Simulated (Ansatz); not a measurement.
MgS, alloy series

Base system: MgS in the rock salt structure (space group Fm-3m, No. 225).

```cif
data_MgS
_chemical_formula_sum 'S1 Mg1'
_space_group_name_H-M_alt 'P 1'
_space_group_IT_number 1
_cell_length_a 3.66420
_cell_length_b 3.66420
_cell_length_c 3.66420
_cell_angle_alpha 60.000
_cell_angle_beta 60.000
_cell_angle_gamma 60.000
loop_
_space_group_symop_operation_xyz
  'x, y, z'
loop_
_atom_site_label
_atom_site_type_symbol
_atom_site_fract_x
_atom_site_fract_y
_atom_site_fract_z
_atom_site_occupancy
S1 S 0.00000 0.00000 0.00000 1
Mg1 Mg 0.50000 0.50000 0.50000 1
```

The other end (x = 1) is MgO in the rock salt structure (space group Fm-3m, No. 225): 9.36 Å³/atom, gap 4.62 eV.

O replaces a fraction x of S; each row is one arrangement (x, atoms in the cell, starting space group or random), fully relaxed.

All numbers come from DFT with PBEsol, PAW potentials and a 420 eV plane-wave cutoff in Ansatz (a first-principles code), no spin-orbit coupling.

```json
[
 {"O fraction x": "0", "volume per atom (Å³/atom)": "17.394"},
 {"O fraction x": "0.25 (I4/mmm, 8 atoms)", "volume per atom (Å³/atom)": "?"},
 {"O fraction x": "0.333 (P-3m1, 6 atoms)", "volume per atom (Å³/atom)": "14.595"},
 {"O fraction x": "0.5 (Pmmn, 8 atoms)", "volume per atom (Å³/atom)": "13.350"},
 {"O fraction x": "0.75 (I4/mmm, 8 atoms)", "volume per atom (Å³/atom)": "11.596"},
 {"O fraction x": "1", "volume per atom (Å³/atom)": "9.355"}
]
```

**Question.** Fit V(x) = (1 − x) V(0) + x V(1) − b x(1 − x) with the ends held (b = 0 is Vegard's rule) to the rows shown and predict the withheld row.

**Answer.** Least squares on the printed values gives b = -0.07 Å³/atom, against 15.384 Å³/atom from the straight line alone (largest residual 0.218 Å³/atom); this predicts 15.397 Å³/atom, and the run gives 15.603 Å³/atom, 0.206 higher.

These are small ordered cells, not random alloys; other orderings at the same x differ. Stability against distortions was not tested.
